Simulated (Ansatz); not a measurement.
Fermi-surface data of WSi2 under load (space group I4/mmm)

Consider the following.

```
WSi2
1.0
   -1.59997     1.59997     3.92387
    1.59997    -1.59997     3.92387
    1.59997     1.59997    -3.92387
Si W
2 1
Cartesian
  0.00000   0.00000   2.62495
  0.00000   0.00000   5.22280
  0.00000   0.00000   0.00000
```

The numbers are results of PBEsol, rigid bands (plane waves, PAW, scalar-relativistic; Ansatz, an electronic-structure program), not measurements. Condition of this run: uniaxial stress zz = -2 GPa (compression positive) (the target of the relaxation). How the cell was made: cell and atoms relaxed with PBEsol, then loaded as said.

| Property | Value |
|---|---|
| density of states at the Fermi level | 0.229 states/(eV·cell), both spins |
| bare Sommerfeld coefficient | 0.180 mJ/(mol of atoms·K²) |
| Drude plasma energy | 2.7 (x), 2.7 (y), 3.1 (z) eV |
| root-mean-square Fermi velocity | 7.3e5 m/s |
| resistivity times τ | 69 (x), 69 (y), 52 (z) ×10⁻²² Ω·m·s |

A metal at this level (no band gap); rigid bands, thermally averaged at 300 K, both spins. Spin-orbit coupling is left out, which matters with elements this heavy. τ is one relaxation time for all states.
